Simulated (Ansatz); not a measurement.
We consider BaZrO3 (I4/mcm, No. 140, 10 atoms in the cell; start mp-1019544; a measured phase of this formula has another space group), described by PBE0 in Ansatz (PAW).

Numerical settings: plane-wave cutoff 460 eV, 6×6×6 k mesh, Fermi–Dirac smearing 0.01 eV, scalar-relativistic PAW data made under PBE.

Cell (relaxed with PBEsol):

```
CELL_PARAMETERS angstrom
     -2.94881     2.94881     4.18986
      2.94881    -2.94881     4.18986
      2.94881     2.94881    -4.18986
ATOMIC_POSITIONS crystal
  Ba 0.75000 0.25000 0.50000
  Ba 0.25000 0.75000 0.50000
  Zr 0.00000 0.00000 0.00000
  Zr 0.50000 0.50000 0.00000
  O  0.75000 0.75000 0.00000
  O  0.25000 0.25000 0.00000
  O  0.22638 0.72638 0.95275
  O  0.77362 0.27362 0.04725
  O  0.72638 0.77362 0.50000
  O  0.27362 0.22638 0.50000
```

Problem. What does this level give for the band gap?

Solution. 
band gap: 5.58 eV (on the SCF k mesh)

Note: cell and atoms aren't relaxed at this level (largest force component 0.03 eV/Å, pressure 1.4 GPa).

Spin–orbit coupling is not included.

Cost on a shared machine: very roughly 10 core-minutes.

A start named mp-… is a Materials Project structure, which need not be a measured phase.

Ansatz is an electronic-structure program.
